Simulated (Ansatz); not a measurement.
The reference is Nb in the bcc (W type) structure (space group Im-3m, No. 229; a = 3.3045 Å; relaxed with 0.1 eV smearing). Axes: x, y, z lie along the cube axes.

Level of theory: Kohn–Sham DFT with the r2SCAN functional, run in Ansatz (a first-principles code) with PAW and 500 eV plane waves, scalar-relativistic without spin-orbit coupling.

Strains are applied to the cell and any free atomic positions relax.

One change was made to it. Results:

```tsv
quantity	base	after
pressure (mean of the normal stresses, compression positive)	0.0 GPa	-0.9 GPa
energy relative to the base (free energy F)	0 meV/atom	+0.4 meV/atom
```

What was done to the base?
(A) uniaxial strain ε_zz = +2.50 %
(B) uniaxial strain ε_zz = +0.50 %
(C) uniaxial strain ε_zz = +1.00 %
(D) uniaxial strain ε_zz = +1.50 %

B, uniaxial strain ε_zz = +0.50 %. For comparison, the pressure in the other runs: uniaxial strain ε_zz = +1.50 % gives -2.5 GPa; uniaxial strain ε_zz = +2.50 % gives -4.1 GPa; uniaxial strain ε_zz = +1.00 % gives -1.7 GPa.

Whether these cells are dynamically stable was not tested. The final runs are not spin-polarised.
